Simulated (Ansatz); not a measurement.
**BN under a change: pressure 4.5 GPa**

The parent structure is BN in the wurtzite structure (space group P6_3mc, No. 186; a = 2.523 Å, c = 4.175 Å).

One thing is altered: a hydrostatic pressure of 4.5 GPa.

The values are results of DFT with LDA, PAW potentials and a 420 eV plane-wave cutoff in Ansatz (a program for electronic structure), spin-orbit coupling left out, not measurements. Γ-centred 15×15×8 mesh, Fermi–Dirac width 0.05 eV.

The volume per atom drops by 0.063 Å³ to 5.69 Å³ and the density goes up by 0.04 g/cm³, from 3.58 g/cm³ to 3.62 g/cm³. The lattice parameter a drops by 0.009 Å (2.523 Å → 2.514 Å) and the c/a ratio is still 1.655. The enthalpy H = E + PV relative to the base's energy is +0.16 eV/atom and the band gap shrinks by 0.03 eV, from 4.93 eV to 4.90 eV. The gap character is still indirect, Γ → K and the smallest direct gap goes up by 0.05 eV to 8.34 eV. The width of the top valence band rises by 0.06 eV, from 5.56 eV to 5.62 eV and the electron mass becomes 0.30 mₑ along c, 0.49 mₑ across (at K) (base: 0.30 mₑ along c, 0.50 mₑ across (at K)). The valence-band top at Γ (three highest levels, from the VBM) changes from 0.00, 0.00, -0.29 eV to 0.00, 0.00, -0.31 eV.

Load acts through the strain it causes; cell and atoms are relaxed under it. Masses are band curvatures over ±0.01 Å⁻¹ around the edge. No phonon test of stability was made.
